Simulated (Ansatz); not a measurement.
# A computed series for Os: response to strain

Start from Os in the hcp (Mg type) structure (space group P6_3/mmc, No. 194; a = 2.7543 Å, c = 4.3474 Å; relaxed with 0.1 eV smearing). Axes: x lies along a and z along c of the hexagonal cell.

Strains are applied to the cell and any free atomic positions relax.

Calculations: PBE/PAW in Ansatz (a program for electronic structure), no spin-orbit coupling.

Notes on the quantities. energy relative to the base: free energy F.

```csv
uniaxial strain ε_zz (%),energy relative to the base (meV/atom)
0,0.0
0.5,0.9
1,?
1.5,7.9
2,13.8
2.5,21.3
3,30.2
```

Task: Fit ΔE = Aε² + Bε³ (ε in %) to the rows shown and predict the withheld row.

Result: Least squares on the printed values gives A = 3.65 and B = -0.100 meV/atom (largest residual 0.0 meV/atom); this predicts 3.6 meV/atom, and the run gives 3.5 meV/atom, in agreement.

Stability against distortions was not tested. The final runs are not spin-polarised.
